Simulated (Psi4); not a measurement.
Psi4 1.11, unrestricted PBE0/def2-svp: tetraarsenic cation ([As]12[As]3[As]1[As]23), charge +1, multiplicity 2, 4 atoms. The geometry is a generated start, not checked to be a minimum at this level.

```json
{
 "task": "energy",
 "method": "pbe0",
 "basis": "def2-svp",
 "memory": "3 GB",
 "maxiter": "100",
 "keys_of_the_molecule_block": "symmetry c1",
 "scf_type": "df (default)",
 "e_convergence": "1e-06 (default)",
 "d_convergence": "1e-06 (default)",
 "dft_radial_points": "75 (default)",
 "dft_spherical_points": "302 (default)",
 "basis_functions": "128",
 "grid_points": "81876"
}
```

```xyz
4

As    -0.9945     0.0792    -1.0682
As     0.6646     1.2928     0.1475
As     0.9904    -1.0217    -0.3337
As    -0.6605    -0.3503     1.2544
```

Charge 1 and multiplicity 2 are set for this test and not shown to be the ground state.

With the defaults (guess = auto, which took SAD, damping_percentage = 0, diis = true, scf_initial_accelerator = adiis, diis_max_vecs = 10, level_shift = 0, level_shift_cutoff = 0.01, soscf = false) it converges in 13 SCF iterations. One run each on 2 threads, with these changes:
- guess = huckel
- level_shift = 0.1, level_shift_cutoff = 0.001
- guess = gwh
- diis_max_vecs = 6
- guess = core
- damping_percentage = 60, diis = false, scf_initial_accelerator = none
- damping_percentage = 20
- damping_percentage = 60
- soscf = true

Task: Which runs fail or end elsewhere than the default run?

Result: No convergence: guess = core; guess = gwh; guess = huckel; damping_percentage = 60; damping_percentage = 60, diis = false, scf_initial_accelerator = none (the run ends without SCF convergence in 100 iterations). The rest reach the solution of the defaults.

```tsv
setting	SCF iterations	JK calls	end
the defaults	13	14	same solution
diis_max_vecs = 6	14	15	same solution
level_shift = 0.1, level_shift_cutoff = 0.001	16	17	same solution
soscf = true	28	149	same solution
damping_percentage = 20	57	58	same solution
guess = core	100	100	no convergence
guess = gwh	100	100	no convergence
guess = huckel	100	108	no convergence
damping_percentage = 60	100	101	no convergence
damping_percentage = 60, diis = false, scf_initial_accelerator = none	100	101	no convergence
```

An SOSCF iteration holds several JK calls; a Hückel guess adds calls on atoms.
